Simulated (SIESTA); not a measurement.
One base run on MgCr2P2O10 (P1, 15 atoms in the cell) and variants with one or two settings moved

```
CELL_PARAMETERS angstrom
      5.37472     0.00000     0.00000
     -0.92419     5.39510     0.00000
     -1.94807    -2.40182     6.39469
ATOMIC_POSITIONS crystal
  Mg 0.78569 0.62915 0.24102
  Cr 0.50255 0.00617 0.49765
  Cr 0.50197 0.98737 0.99203
  P  0.17941 0.33788 0.24535
  P  0.83753 0.64444 0.74519
  O  0.39967 0.32954 0.13434
  O  0.20545 0.14884 0.37671
  O  0.65614 0.67834 0.89120
  O  0.77524 0.78785 0.57574
  O  0.78586 0.34257 0.61479
  O  0.13518 0.75463 0.89701
  O  0.20468 0.63852 0.37403
  O  0.87643 0.25874 0.09346
  O  0.44597 0.04559 0.73766
  O  0.58899 0.91676 0.25323
```
Moments meant for the start (each program seeds them in its own way; μB, in the order of the atoms Mg Cr Cr P P O O O O O O O O O O): 0.0 3.0 3.0 0.0 0.0 0.0 0.0 0.0 0.0 0.0 0.0 0.0 0.0 0.0 0.0.

Base run A: SIESTA with GGA PBEsol, numerical atomic orbitals DZP, PseudoDojo PBEsol standard norm-conserving potentials (rewritten from UPF to PSML), self-consistent single point.

Its settings: XC.functional = GGA; XC.authors = PBEsol; potentials = PseudoDojo PBEsol standard; PAO.BasisSize = DZP; PAO.EnergyShift = 0.01 Ry; MeshCutoff = 350 Ry; kgrid.MonkhorstPack = 4 4 3; OccupationFunction = MP; OccupationMPOrder = 0; ElectronicTemperature = 20 meV; Spin = polarized; MaxSCFIterations = 150; SCF.Mixer.Method = Broyden; SCF.Mixer.Weight = 0.1; SCF.Mixer.History = 6; SCF.DM.Tolerance = 1.0E-05.

The starting cell comes from a database of computed structures (which also holds hypothetical and non-ambient phases and stackings), without a prior relaxation at this level. Its lattice was rescaled by a random factor within 2.5 % of one. The magnetic order is the one reached from the typed start; others were not searched systematically. Values carry the incompleteness of an atom-centred basis. In the base run, with a pressure of about -17 GPa the cell is away from its equilibrium volume at this level. In the base run, forces exceed 1 eV/Å.

ΔF is the free energy per atom less that of run A. A dash stands where there is no value to compare (another energy zero or no entropy term, no result, no spin, no clean gap, or a mesh too coarse for one). 

Runs:
- B: OccupationFunction: MP → FD; OccupationMPOrder: 0 → default; ElectronicTemperature: 20 meV → 300 meV
- C: OccupationMPOrder: 0 → 1; ElectronicTemperature: 20 meV → 300 meV

```
run  ΔF (meV/atom)  pressure (GPa)  largest force (eV/Å)  gap on the mesh (eV)  size of the net moment (μB/atom)
---  -------------  --------------  --------------------  --------------------  --------------------------------
A             0.00          -16.70                 1.090                 0.129                              0.27
B            -24.6          -16.03                 0.630                     –                              0.26
C             0.74          -16.66                 0.985                 0.142                              0.27
```

Run B against A: The free energy drops by 24.6 meV/atom, the pressure goes from -16.70 to -16.03 GPa, the largest force goes from 1.090 to 0.630 eV/Å and the size of the net moment hardly changes (0.27 to 0.26 μB/atom).

Run C against A: The free energy hardly moves (within 1 meV/atom), the pressure moves little (-16.70 to -16.66 GPa), the largest force goes from 1.090 to 0.985 eV/Å, the gap on the mesh goes from 0.129 to 0.142 eV and the size of the net moment stays at 0.27 μB/atom.
